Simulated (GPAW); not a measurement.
GPAW run on SnAu₅ (R32, 6 atoms in the cell): self-consistent single point.

Method: LDA (Perdew-Wang 92), GPAW PAW datasets LDA (gpaw-data 1.0.1) (plane waves; GPAW).

```yaml
crystal:
  lattice:
    - [2.52523, 1.45794, 4.86447]
    - [-2.52523, 1.45794, 4.86447]
    - [0.00000, -2.91588, 4.86447]
  atoms:
    - { symbol: Sn, position: [0.00000, 0.00000, 0.00000] }
    - { symbol: Au, position: [0.67015, 0.67015, 0.67015] }
    - { symbol: Au, position: [0.32985, 0.32985, 0.32985] }
    - { symbol: Au, position: [0.50000, 0.17077, 0.82924] }
    - { symbol: Au, position: [0.82924, 0.50000, 0.17077] }
    - { symbol: Au, position: [0.17077, 0.82924, 0.50000] }
```

Reference input (self-consistent single point, DFT PBEsol, plane waves, GPAW PAW datasets PBEsol (made by gpaw-setup)): mode = pw; ecut = 600 eV; xc = PBEsol; kpts = 5 5 5; mesh shift (steps) = 0 0 0; occupations.name = methfessel-paxton; occupations.width = 0.1 eV; occupations.order = 0; nbands = -14; symmetry.symmorphic = false; symmetry.tolerance = 0.0005; maxiter = 100. This run's input differs from it in these lines:

```diff
@@ -17,3 +17,3 @@
 calc = GPAW(mode={'name': 'pw', 'ecut': 600},
-            xc='PBEsol',
+            xc='LDA',
             kpts=(5, 5, 5),
```

Its files differ too (potentials: GPAW PAW datasets LDA (gpaw-data 1.0.1)).

Output (repeated stretches shortened):

```
     iter     time        total  log10-change:
                         energy   eigst   dens
iter:   1 --:--:--   -28.992778
iter:   2 --:--:--   -28.581464   -1.62  -1.34
iter:   3 --:--:--   -27.764410   -0.84  -1.37
iter:   4 --:--:--   -26.969342   -1.85  -1.68
iter:   5 --:--:--   -27.021499   -2.02  -1.94
iter:   6 --:--:--   -27.139315   -1.66  -1.92
iter:   7 --:--:--   -26.940437   -2.89  -1.89
iter:   8 --:--:--   -26.886052   -2.98  -2.18
iter:   9 --:--:--   -26.876729   -3.65  -2.60
iter:  10 --:--:--   -26.876051c  -4.40  -3.05
iter:  11 --:--:--   -26.876090c  -5.54  -3.42
iter:  12 --:--:--   -26.876091c  -6.27  -3.47
iter:  13 --:--:--   -26.876071c  -5.55  -3.46
iter:  14 --:--:--   -26.876084c  -6.38  -3.55
iter:  15 --:--:--   -26.876011c  -6.00  -3.66
iter:  16 --:--:--   -26.876005c  -6.88  -4.08c
iter:  17 --:--:--   -26.876004c  -8.00c -4.52c
Converged after 17 iterations.

Dipole moment: (-0.000000, -0.000000, -0.000000) |e|*Ang

Energy contributions relative to reference atoms: (reference = -2749433.451488)

Kinetic:        -39.314675
Potential:      +33.259871
External:        +0.000000
XC:             -21.432855
Entropy (-ST):   -0.010537
Local:           +0.616923
SIC:             +0.000000
--------------------------
Free energy:    -26.881273
Extrapolated:   -26.876004

Showing only first 2 kpts
 Kpt  Band  Eigenvalues  Occupancy
  0    32      8.91897    2.00000
  0    33     11.08305    0.00000
  0    34     11.08305    0.00000
  0    35     11.11436    0.00000

  1    32      8.04444    2.00000
  1    33      9.58731    1.90700
  1    34      9.59003    1.89925
  1    35     10.10110    0.00000

Fermi level: 9.70609

No gap
   [... lines left out ...]
  0 Sn   -0.00000    0.00000   -0.00000
  1 Au    0.00000    0.00000   -0.03349
  2 Au   -0.00000   -0.00000    0.03349
  3 Au   -0.01876    0.03249    0.00000
  4 Au   -0.01876   -0.03249    0.00000
  5 Au    0.03752    0.00000   -0.00000

Stress tensor:
     0.002474     0.000000     0.000000
     0.000000     0.002474    -0.000000
     0.000000    -0.000000     0.035779
Stress (GPa, Voigt): [ 0.3964  0.3964  5.7324 -0.      0.      0.    ]
```

The run converged in 17 iterations. GPAW prints stress with tension positive. Against the reference run the pressure goes from 1.65 to -2.18 GPa and the largest force goes from 0.059 to 0.038 eV/Å.

The starting cell comes from a database of computed structures (which also holds hypothetical and non-ambient phases and stackings), without a prior relaxation at this level. Its lattice was rescaled by a random factor within 2.5 % of one.

Cost on one core of a shared machine: roughly 3 min.
